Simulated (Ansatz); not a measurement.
In a (12,0) BP nanotube, the lowest empty band has its minimum at Γ and lies 0.022 eV higher 0.0353 Å⁻¹ away along the axis.

The numbers are results of PBE (plane waves to 420 eV, PAW; Ansatz, a program for electronic structure), not measurements. Mesh 1×1×6. No spin polarisation. Periodic along z alone, with about 11 Å of vacuum beside it. A hypothetical model, rolled from the flat sheet. Only distortions within the start's symmetry and period were free.

Q: Estimate the electron mass along the axis.

A: For a parabola ΔE = ħ²Δk²/2m, and ħ²/2mₑ = 3.810 eV Å². So m/mₑ = 3.810 × 0.0353²/0.022 = 0.22. The curvature over a step a third as long gives 0.22; the band is close to a parabola here.
